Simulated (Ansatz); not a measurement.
Reference: MgTl (Pm-3m), PBEsol, DFPT electron-phonon coupling, linearised Boltzmann equation (plane waves, PAW, scalar-relativistic; Ansatz, a program for electronic structure); geometry: relaxed with this functional, without spin-orbit coupling.

```
CELL_PARAMETERS angstrom
      3.61373     0.00000     0.00000
      0.00000     3.61373     0.00000
      0.00000     0.00000     3.61373
ATOMIC_POSITIONS crystal
  Mg 0.00000 0.00000 0.00000
  Tl 0.50000 0.50000 0.50000
```

- resistivity at 300 K = 9.3 μΩ·cm
- mean free path at 300 K = 10.2 nm
- electron-phonon coupling λ = 0.70
- logarithmic mean phonon energy = 6.1 meV

Swap Tl for Sc, keeping the structure type. How do these values move?

MgSc (Pm-3m): volume per atom 23.6 to 22.6 Å³; resistivity at 300 K rises (9.3 μΩ·cm to 27 μΩ·cm); mean free path at 300 K falls (10.2 nm to 4.2 nm); electron-phonon coupling λ falls (0.70 to 0.34); logarithmic mean phonon energy rises (6.1 meV to 15.9 meV).

Replace Tl by Rh on the same sites and relax. What happens?

MgRh (Pm-3m): volume per atom 23.6 to 14.6 Å³; resistivity at 300 K falls (9.3 μΩ·cm to 5.1 μΩ·cm); mean free path at 300 K rises (10.2 nm to 16.2 nm); electron-phonon coupling λ falls (0.70 to 0.182); logarithmic mean phonon energy rises (6.1 meV to 14.0 meV).

Replace Tl by Au on the same sites and relax. What happens?

MgAu (Pm-3m): volume per atom 23.6 to 17.3 Å³; resistivity at 300 K falls (9.3 μΩ·cm to 5.7 μΩ·cm); mean free path at 300 K rises (10.2 nm to 16.6 nm); electron-phonon coupling λ falls (0.70 to 0.37); logarithmic mean phonon energy rises (6.1 meV to 8.0 meV).

Moves up to 17 % count as about the same. Metals; harmonic phonons alone scatter; means over directions. The mean free path is weighted by the current that each state carries. Halving the electron mesh moves these values by up to 12 %; q meshes are mostly untested. Some of the runs warned that the eigensolver left states short of its tolerance. Spin-orbit coupling is left out.

Formula and space group known from diffraction (Crystallography Open Database), not checked to be the room-temperature form: MgAu (Pm-3m), MgRh (Pm-3m), MgTl (Pm-3m). Computed structure with no diffraction record at hand here (it may be known, metastable or hypothetical): MgSc (Pm-3m). The missing spin-orbit coupling matters most for MgAu (Pm-3m), MgTl (Pm-3m).
